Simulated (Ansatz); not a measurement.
## Mg: uniaxial strain ε_zz = +4.33 %

Take Mg in the hcp (Mg type) structure (space group P6_3/mmc, No. 194; a = 3.1751 Å, c = 5.1628 Å; relaxed with 0.1 eV smearing) as the base. Axes: x lies along a and z along c of the hexagonal cell.

It is then changed as follows: the cell is stretched by 4.33 % along z with no lateral relaxation, atoms relaxed at fixed cell.

Calculations: PBEsol (Ansatz, a quantum-chemistry and plane-wave program), without spin-orbit coupling. k-mesh 21×21×11 (Γ-centred); smearing 0.1 eV (Fermi–Dirac).

| quantity | base | changed | shift |
|---|---|---|---|
| volume per atom | 22.54 Å³ | 23.51 Å³ | +0.976 Å³ |
| space group | P6_3/mmc (No. 194) | P6_3/mmc (No. 194) | – |
| shortest interatomic distance | 316.6 pm | 317.5 pm | +0.9 pm |
| energy relative to the base (free energy F) | 0 meV/atom | +8.5 meV/atom | +8.5 meV/atom |
| pressure (mean of the normal stresses, compression positive) | 0.0 GPa | -1.4 GPa | -1.4 GPa |
| band gap | zero | zero | – |
| stress (xx, yy, zz, yz, xz, xy; compression positive) | – | (-0.7, -0.7, -2.6, 0.0, 0.0, 0.0) GPa | – |

Final structure:

```xyz
2
Lattice="3.1751 0.0000 0.0000 -1.5876 2.7497 0.0000 0.0000 0.0000 5.3864" Properties=species:S:1:pos:R:3 pbc="T T T"
Mg     0.0000     1.8332     4.0398
Mg     1.5876     0.9166     1.3466
```

Stability against distortions was not tested.
